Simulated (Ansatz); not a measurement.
Base system: InAgTe2 in the chalcopyrite structure (space group I-42d, No. 122).

```
InAgTe2
1.0
   -3.21597     3.21597     6.38292
    3.21597    -3.21597     6.38292
    3.21597     3.21597    -6.38292
In Te Ag
2 4 2
Cartesian
  0.00000   0.00000   6.38292
  3.21597   0.00000   3.19146
  1.55165   1.60798   1.59573
 -1.60798   1.66431   4.78719
  1.66431   1.60798   7.97865
  4.82395   1.55165  -1.59573
  0.00000   0.00000   0.00000
  0.00000   3.21597   3.19146
```

Cartesian axes are those of the cell as printed.

The values are results of Ansatz (a program for electronic structure) PBEsol, without spin-orbit coupling, not measurements.

Before the change:

```
Quantity           Result
---------------  --------
Band gap          0.08 eV
Volume per atom  33.01 Å³
Pressure          0.0 GPa
```

One thing is altered: biaxial strain +3.00 %, plane normal [001], relaxed out of plane (Cartesian); in-plane vectors clamped, the third vector and the atoms free.

Q: What happens to the band gap?

A: The band gap becomes zero (base: 0.08 eV).

Q: Estimate the effect on the volume per atom.

A: The volume per atom rises by 0.53 Å³ to 33.54 Å³.

Q: What does the calculation give for the pressure after the change?

A: The pressure (mean of the normal stresses, compression positive) goes from zero to -0.8 GPa.

Spin-orbit coupling, missing from the scalar runs, can matter with Te. No phonon test of stability was made. All final runs are without spin polarisation. Gaps under 0.05 eV, about the width of the smearing, are given as zero. A zero or small gap of InAgTe2 can be the functional's error rather than a property of the material.
